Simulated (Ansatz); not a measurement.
Take Sn in the diamond structure (space group Fd-3m, No. 227; a = 6.5667 Å) as the base. Axes: x, y, z lie along the cube axes.

All numbers come from r2SCAN (Ansatz, a quantum-chemistry and plane-wave program; PAW; 500 eV plane waves; without spin-orbit coupling).

Before the change:

Shortest interatomic distance: 2.843 Å
Band gap: zero
Pressure: 0.0 GPa

It is then changed as follows: the cell is stretched by 3.85 % along z with no lateral relaxation, atoms relaxed at fixed cell.

How does this affect the shortest interatomic distance, energy relative to the base, band gap and pressure?

The shortest interatomic distance goes up by 0.037 Å (2.843 Å → 2.880 Å); the energy increases by 10 meV/atom; the band gap is still zero; the pressure (mean of the normal stresses, compression positive) goes from zero to -1.5 GPa.

The cells carry an imposed strain or load. No phonon test of stability was made.
